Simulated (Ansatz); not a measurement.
Base system: Sn (space group I4_1/amd, No. 141; a = 5.947 Å, c = 3.212 Å). Axes: x, y, z lie along a, b, c of the conventional cell.

The values are results of PBE/PAW in Ansatz (a quantum-chemistry and plane-wave program), no spin-orbit coupling, not measurements.

Before the change:

| Property | Result |
|---|---|
| Volume per atom | 28.40 Å³ |
| Pressure | 0.0 GPa |
| Band gap | zero |

Now apply this change: biaxial strain −4.59 %, plane normal [001], relaxed out of plane (Cartesian); in-plane vectors clamped, the third vector and the atoms free.

Question: Estimate the effect on the volume per atom.

Answer: The volume per atom falls by 1.41 Å³, from 28.40 Å³ to 26.99 Å³.

Question: Predict the new pressure.

Answer: The pressure (mean of the normal stresses, compression positive) goes from zero to 3.4 GPa.

Question: Predict the new energy relative to the base.

Answer: The energy grows by 40 meV/atom.

Question: Predict the new band gap.

Answer: The band gap remains zero.

A biaxial case was relaxed in a doubled cell and then solved in the primitive one. Without a gap, meshes like the base's 16×16×16 leave anisotropic stresses uncertain by several tenths of a GPa, and small strain energies with them. No phonon test of stability was made.
